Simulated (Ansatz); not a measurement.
The reference is PbS in the rock salt structure (space group Fm-3m, No. 225; a = 5.8450 Å). Axes: x, y, z lie along the cube axes.

The values are results of LDA, PAW, 420 eV (Ansatz, a first-principles code; without spin-orbit coupling), not measurements.

Base values:

The volume per atom comes out as 24.96 Å³, the pressure comes out as 0.0 GPa and the band gap is 0.06 eV.

Perturbation: compressive biaxial strain of 0.42 % in the plane normal to [111], as in epitaxy on a mismatched substrate; the out-of-plane cell vector and the atoms relax.

**Question.** What does the calculation give for the volume per atom after the change?

**Answer.** The volume per atom falls by 0.09 Å³ (24.96 Å³ → 24.87 Å³).

**Question.** What happens to the energy relative to the base?

**Answer.** The energy stays essentially unchanged.

**Question.** What happens to the pressure?

**Answer.** The pressure (mean of the normal stresses, compression positive) goes from zero to 0.2 GPa.

**Question.** What happens to the band gap?

**Answer.** The band gap becomes zero (base: 0.06 eV).

A case with no gap was solved on a k-mesh chosen for an insulator, which is coarse for it. Spin-orbit coupling, missing from the scalar runs, can matter with Pb. Whether these cells are dynamically stable was not tested. All final runs are without spin polarisation. The zero or small gap of PbS can change with the level of theory.
